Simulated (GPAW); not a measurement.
# A self-consistent single point of Rb3Ba (I4/mmm, 4 atoms in the cell) with GPAW

Computed with PBEsol, GPAW PAW datasets PBEsol (made by gpaw-setup) (plane waves; GPAW).

Input as run:

```python
from ase import Atoms
from ase.units import GPa
from gpaw import GPAW

atoms = Atoms(['Rb', 'Rb', 'Rb', 'Ba'],
              cell=[[-3.382586, 3.382586, 7.395675],
                    [3.382586, -3.382586, 7.395675],
                    [3.382586, 3.382586, -7.395675]],
              scaled_positions=[[0.750000, 0.250000, 0.500000],
                                [0.250000, 0.750000, 0.500000],
                                [0.500000, 0.500000, 0.000000],
                                [0.000000, 0.000000, 0.000000]],
              pbc=True)

calc = GPAW(mode={'name': 'pw', 'ecut': 550},
            xc='PBEsol',
            kpts=(5, 5, 5),
            occupations={'name': 'fermi-dirac', 'width': 0.1},
            nbands=-8,
            convergence={'density': 1e-05},
            symmetry={'symmorphic': False, 'tolerance': 0.0005},
            maxiter=100)

atoms.calc = calc

energy = atoms.get_potential_energy()
print('Energy (eV):', round(energy, 6))
forces = atoms.get_forces()
print('Forces (eV/Ang):')
print(forces.round(5))
stress = atoms.get_stress()
print('Stress (GPa, Voigt):', (stress / GPa).round(4))
```

The program printed (abridged):

```
Input parameters:
  convergence: {density: 1e-05}
  kpts: [5 5 5]
  maxiter: 100
  mode: {ecut: 550,
         name: pw}
  nbands: -8
  occupations: {name: fermi-dirac,
                width: 0.1}
  symmetry: {symmorphic: False,
             tolerance: 0.0005}
  xc: PBEsol

species:
  Rb:
    name: Rubidium
    Z: 37.0
    valence: 9
    core: 28
    charge: 0.0
    file: Rb.PBEsol.gz

    # Using partial waves for Rb as LCAO basis

  Ba:
    name: Barium
    Z: 56.0
    valence: 10
    core: 46
    charge: 0.0
    file: Ba.PBEsol.gz

    # Using partial waves for Ba as LCAO basis

Reference energy: -464349.523186  # eV

Spin-paired calculation

Convergence criteria:
 Maximum [total energy] change in last 3 cyles: 0.0005 eV / valence electron
 Maximum integral of absolute [dens]ity change: 1e-05 electrons / valence electron
 Maximum integral of absolute [eigenst]ate change: 4e-08 eV^2 / valence electron
 Maximum number of scf [iter]ations: 100

Symmetries present (total): 16
Symmetries with fractional translations: 0
125 k-points: 5 x 5 x 5 Monkhorst-Pack grid
18 k-points in the irreducible part of the Brillouin zone
       k-points in crystal coordinates                weights
   0:     0.00000000    0.00000000    0.00000000          1/125
   1:     0.20000000   -0.20000000    0.00000000          4/125
   2:     0.20000000   -0.20000000    0.20000000          4/125
   [... 7 lines left out ...]
          ...
  17:     0.40000000    0.40000000    0.40000000          8/125

Wave functions: Plane wave expansion
  Cutoff energy: 550.000 eV
  Number of coefficients (min, max): 9857, 9958
  Pulay-stress correction: 0.000000 eV/Ang^3 (de/decut=0.000000)

Occupation numbers: Fermi-Dirac:
  width: 0.1000  # eV

Eigensolver

Densities:
  Coarse grid: 48*48*48 grid
  Fine grid: 96*96*96 grid
  Total Charge: 0.000000

Density mixing:
  Method: separate
  Backend: pulay
  Linear mixing parameter: 0.05
  old densities: 5
  Damping of long wavelength oscillations: 50

Hamiltonian:
  XC and Coulomb potentials evaluated on a 96*96*96 grid
  External potential:
    NoExternalPotential

XC parameters: PBEsol with 2 nearest neighbor stencil

Number of atoms: 4
Number of atomic orbitals: 20
Number of bands in calculation: 26
Number of valence electrons: 37
Bands to converge: occupied

Density initialized from atomic densities
  20 bands from LCAO basis set
  6 bands from random numbers

Atomic positions and initial magnetic moments

Positions:
   0 Rb     0.000000    3.382586    3.697837    ( 0.0000,  0.0000,  0.0000)
   1 Rb     3.382586    0.000000    3.697837    ( 0.0000,  0.0000,  0.0000)
   2 Rb     0.000000    0.000000    7.395675    ( 0.0000,  0.0000,  0.0000)
   3 Ba     0.000000    0.000000    0.000000    ( 0.0000,  0.0000,  0.0000)

Unit cell:
           periodic     x           y           z      points  spacing
  1. axis:    yes   -3.382586    3.382586    7.395675    48     0.1282
  2. axis:    yes    3.382586   -3.382586    7.395675    48     0.1282
  3. axis:    yes    3.382586    3.382586   -7.395675    48     0.0997

  Lengths:   8.807939   8.807939   8.807939
  Angles:  134.831898 134.831898  65.791504

Effective grid spacing dv^(1/3) = 0.1452

     iter     time        total  log10-change:
                         energy   eigst   dens
iter:   1 --:--:--    -5.075105
iter:   2 --:--:--    -5.060985   -1.70  -1.24
iter:   3 --:--:--    -4.470993   -1.57  -1.29
iter:   4 --:--:--    -4.481032   -2.43  -1.82
iter:   5 --:--:--    -4.476221c  -3.48  -1.87
iter:   6 --:--:--    -4.480819c  -3.25  -1.93
iter:   7 --:--:--    -4.476410c  -4.55  -2.14
iter:   8 --:--:--    -4.473812c  -4.17  -2.25
iter:   9 --:--:--    -4.474164c  -5.23  -2.84
iter:  10 --:--:--    -4.473360c  -5.14  -2.80
iter:  11 --:--:--    -4.473311c  -5.94  -3.11
iter:  12 --:--:--    -4.473369c  -6.37  -3.18
iter:  13 --:--:--    -4.473250c  -6.21  -3.26
iter:  14 --:--:--    -4.473279c  -6.94  -3.39
iter:  15 --:--:--    -4.473279c  -7.43c -3.59
iter:  16 --:--:--    -4.473218c  -6.46  -3.67
iter:  17 --:--:--    -4.473221c  -7.66c -3.72
iter:  18 --:--:--    -4.473233c  -7.94c -3.79
iter:  19 --:--:--    -4.473247c  -7.56c -3.90
iter:  20 --:--:--    -4.473246c  -8.05c -4.05
iter:  21 --:--:--    -4.473237c  -7.99c -4.12
iter:  22 --:--:--    -4.473226c  -8.10c -4.24
   [... 3 lines left out ...]
iter:  26 --:--:--    -4.473221c  -9.21c -4.50
iter:  27 --:--:--    -4.473223c  -9.71c -4.67
iter:  28 --:--:--    -4.473226c  -9.30c -4.73
iter:  29 --:--:--    -4.473227c  -9.87c -4.88
iter:  30 --:--:--    -4.473226c -10.15c -4.97
iter:  31 --:--:--    -4.473225c -10.49c -5.10c

Converged after 31 iterations.

Dipole moment: (0.000000, -0.000000, 0.000000) |e|*Ang

Energy contributions relative to reference atoms: (reference = -464349.523186)

Kinetic:         +1.939410
Potential:       -0.152955
External:        +0.000000
XC:              -6.081015
Entropy (-ST):   -0.172634
Local:           -0.092348
SIC:             +0.000000
--------------------------
Free energy:     -4.559542
Extrapolated:    -4.473225

Showing only first 2 kpts
 Kpt  Band  Eigenvalues  Occupancy
  0    16     -0.41768    2.00000
  0    17      1.77352    0.97972
  0    18      2.05302    0.11086
  0    19      2.58575    0.00057

  1    16     -0.08268    2.00000
  1    17      2.04590    0.11856
  1    18      2.14829    0.04427
  1    19      2.15822    0.04016

Fermi level: 1.76946

No gap
No difference between direct/indirect transitions
Energy (eV): -4.473225

Forces in eV/Ang:
  0 Rb    0.00000   -0.00000    0.00000
  1 Rb   -0.00000    0.00000    0.00000
  2 Rb    0.00000    0.00000   -0.00000
  3 Ba    0.00000    0.00000   -0.00000

Stress tensor:
     0.001608     0.000000     0.000000
     0.000000     0.001608     0.000000
     0.000000     0.000000     0.001889
Stress (GPa, Voigt): [0.2576 0.2576 0.3027 0.     0.     0.    ]
```

The run converged in 31 iterations. GPAW prints stress with tension positive.

The starting cell comes from a database of computed structures (which also holds hypothetical and non-ambient phases and stackings), without a prior relaxation at this level. Its lattice was rescaled by a random factor within 2.5 % of one.

Cost on one core of a shared machine: roughly 2 min.
